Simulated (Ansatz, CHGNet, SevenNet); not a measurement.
GePt (model structure, started from the CoSn type, P6/mmm, No. 191, 6 atoms in the cell): properties by level of theory

| level (code) | equilibrium lattice constant a (Å) | lattice parameter c (Å) |
|---|---|---|
| CHGNet 0.3.0 | 5.666 | 3.967 |
| CHGNet-r²SCAN | 5.591 | 3.944 |
| SevenNet-0 | 5.667 | 4.044 |
| PBE (Ansatz) | 5.714 | 3.986 |
| PBE-D3(BJ) (Ansatz) | 5.649 | 3.946 |

Caveats: a distance lies near a switch of the dispersion term, which can move the cell (PBE-D3(BJ)). Ansatz's density-functional and Hartree–Fock values are scalar-relativistic unless marked +SOC, with PAW data made under PBE.

A model structure was made by putting elements into a prototype or built by hand; it is no filed structure, need not be a known phase, and can be a saddle point held by its symmetry.

Ansatz is a first-principles code.
